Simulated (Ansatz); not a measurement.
The reference is ZrSe₂ in the CdI2 type structure (space group P-3m1, No. 164; a = 3.660 Å, c = 5.841 Å; layered, stacked along the Cartesian z axis; relaxed with 0.1 eV smearing). Axes: x lies along a and z along c of the hexagonal cell.

Level of theory: plane-wave PAW DFT at the PBEsol-D3(BJ) level (Ansatz, a program for electronic structure, 420 eV), no spin-orbit coupling, earlier PAW set.

Before the change:

| Property | Value |
|---|---|
| Pressure | 0.0 GPa |
| Band gap | zero |
| Shortest interatomic distance | 2.656 Å |

One thing is altered: the cell is compressed by 0.69 % along x with no lateral relaxation, atoms relaxed at fixed cell.

### Question
Predict the new pressure, energy relative to the base, band gap and shortest interatomic distance.

### Answer
The pressure (mean of the normal stresses, compression positive) goes from zero to 0.4 GPa; the energy rises by 0.4 meV/atom; the band gap is still zero; the shortest interatomic distance drops by 0.004 Å, from 2.656 Å to 2.652 Å.

The cells carry an imposed strain or load. Whether these cells are dynamically stable was not tested. The final runs are not spin-polarised. A zero or small gap of ZrSe2 can be the functional's error rather than a property of the material.
